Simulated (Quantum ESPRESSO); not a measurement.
Quantum ESPRESSO run on MgCo4O8 (Cm, 13 atoms in the cell): self-consistent single point.

Computed with LDA (PZ)+U, GBRV 1.5 ultrasoft (LDA) pseudopotentials (plane waves; Quantum ESPRESSO).

```
Mg(CoO2)4
1.0
    4.93982    -2.85126     0.00000
    4.93982     2.85126     0.00000
   -3.28547     0.00000     4.79117
Mg Co O
1 4 8
Direct
  0.87903   0.87903   0.63528
  0.99801   0.50147   0.00007
  0.50147   0.99801   0.00007
  0.50149   0.50149   0.00024
  0.12184   0.12184   0.36526
  0.73891   0.73891   0.21630
  0.75290   0.75290   0.80005
  0.75260   0.29598   0.79982
  0.29598   0.75260   0.79982
  0.71238   0.24518   0.20253
  0.24518   0.71238   0.20253
  0.24504   0.24504   0.20210
  0.26111   0.26111   0.78189
```
Moments meant for the start (each program seeds them in its own way; μB, in the order of the atoms Mg Co Co Co Co O O O O O O O O): 0.0 3.0 3.0 3.0 3.0 0.0 0.0 0.0 0.0 0.0 0.0 0.0 0.0.

Reference input (self-consistent single point, DFT, LDA (PZ)+U, plane waves, GBRV 1.5 ultrasoft (LDA) pseudopotentials): ecutwfc = 50 Ry; ecutrho = 400 Ry; occupations = smearing; smearing = cold; degauss = 0.0036749 Ry; nspin = 2; potentials = {Mg: mg_lda_v1.4.uspp.F.UPF, Co: co_lda_v1.2.uspp.F.UPF, O: o_lda_v1.2.uspp.F.UPF}; K_POINTS = automatic 3 3 3 0 0 0; HUBBARD = atomic; U Co-3d 3.32 eV; conv_thr = 1e-10 Ry; mixing_beta = 0.3. This run's input differs from it in these lines:

```diff
@@ -12,4 +12,4 @@
   ntyp = 3,
-  ecutwfc = 50,
-  ecutrho = 400,
+  ecutwfc = 45,
+  ecutrho = 360,
   occupations = 'smearing',
```

Output, abridged:

```
     Self-consistent Calculation

     iteration #  1     ecut=    45.00 Ry     beta= 0.30

     =================== HUBBARD OCCUPATIONS ===================
     ------------------------ ATOM    2 ------------------------
     Tr[ns(  2)] (up, down, total) =   4.56290  0.86589  5.42878
     Atomic magnetic moment for atom   2 =   3.69701
     SPIN  1
     eigenvalues:
       0.684  0.958  0.971  0.971  0.978
     SPIN  2
     eigenvalues:
       0.116  0.175  0.176  0.188  0.212
   [... 3 blocks of this kind left out ...]

     Number of occupied Hubbard levels =   21.8831

     total energy              =   -1568.91950766 Ry
   [... lines left out ...]
     atom   3 (R=0.133)  charge= 13.8646  magn=  0.5239
     atom   4 (R=0.133)  charge= 13.8644  magn=  0.5236
     atom   5 (R=0.133)  charge= 13.8482  magn=  2.4506
     atom   6 (R=0.133)  charge=  5.0535  magn= -0.0366
     atom   7 (R=0.133)  charge=  5.0457  magn=  0.1934
     atom   8 (R=0.133)  charge=  5.0454  magn=  0.1934
     atom   9 (R=0.133)  charge=  5.0454  magn=  0.1934
     atom  10 (R=0.133)  charge=  5.0221  magn=  0.2727
     atom  11 (R=0.133)  charge=  5.0221  magn=  0.2727
     atom  12 (R=0.133)  charge=  5.0227  magn=  0.2729
     atom  13 (R=0.133)  charge=  5.0271  magn= -0.0066
     End of self-consistent calculation

     =================== HUBBARD OCCUPATIONS ===================
     ------------------------ ATOM    2 ------------------------
     Tr[ns(  2)] (up, down, total) =   4.11730  3.63640  7.75370
     Atomic magnetic moment for atom   2 =   0.48090
     SPIN  1
     eigenvalues:
       0.527  0.604  0.993  0.993  1.000
     SPIN  2
     eigenvalues:
       0.469  0.560  0.636  0.985  0.987

     Number of occupied Hubbard levels =   30.7039

     the Fermi energy is     8.0448 ev

     WARNING: integrated charge=   126.00164882, expected=   126.00000000

!    total energy              =   -1576.07746580 Ry
     estimated scf accuracy    <          8.4E-11 Ry
     smearing contrib. (-TS)   =       0.00000477 Ry
     internal energy E=F+TS    =   -1576.07747057 Ry

   [... lines left out ...]
     total magnetization       =     6.00 Bohr mag/cell
     absolute magnetization    =     6.18 Bohr mag/cell
   [... lines left out ...]

     Total force =     0.068795     Total SCF correction =     0.000014

          total   stress  (Ry/bohr**3)                   (kbar)     P=     -138.64
  -0.00097163   0.00000000  -0.00000156         -142.93        0.00       -0.23
   0.00000000  -0.00097084   0.00000000            0.00     -142.82        0.00
  -0.00000156   0.00000000  -0.00088487           -0.23        0.00     -130.17

   JOB DONE.
```

The run converged in 48 iterations. Against the reference run the free energy rises by 3.9 meV/atom, the pressure goes from -14.13 to -13.86 GPa, the largest force stays at 0.684 eV/Å, the gap on the mesh stays at 0.209 eV and the size of the net moment stays at 0.46 μB/atom. The full log also holds: “WARNING: integrated charge=   126.00315432, expected=   126.00000000”. The full log also holds: “WARNING: integrated charge=   126.00453518, expected=   126.00000000”.

The starting cell comes from a database of computed structures (which also holds hypothetical and non-ambient phases and stackings), without a prior relaxation at this level. The magnetic order is the one reached from the typed start; others were not searched systematically. With U or open f shells several self-consistent states can exist.

Cost on one core of a shared machine: roughly 10 min.
